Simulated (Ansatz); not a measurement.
## Element substitutions in GaP

Take GaP in the zinc blende structure (space group F-43m, No. 216; a = 5.439 Å) as the base.

Each row replaces one element on all its sites; cell and atoms are relaxed.

Method: DFT with PBEsol, PAW potentials and a 420 eV plane-wave cutoff in Ansatz (a quantum-chemistry and plane-wave program), no SOC, earlier PAW set.

Question: Only one of these keeps a band gap. Which?
(A) P → Fe
(B) Ga → B
(C) Ga → Cu

Answer: B, Ga → B. Computed: Ga → Cu: zero; P → Fe: zero; Ga → B: 1.11 eV

The magnetic state is the one reached from the starting moments; the real material's order can differ, and small cells can't hold many antiferromagnetic ones. No phonon test of stability was made. As relaxed here, CuP and GaFe are hypothetical phases, not in the database extracts checked. Spin-polarised in the final run: GaFe; the other runs are not.
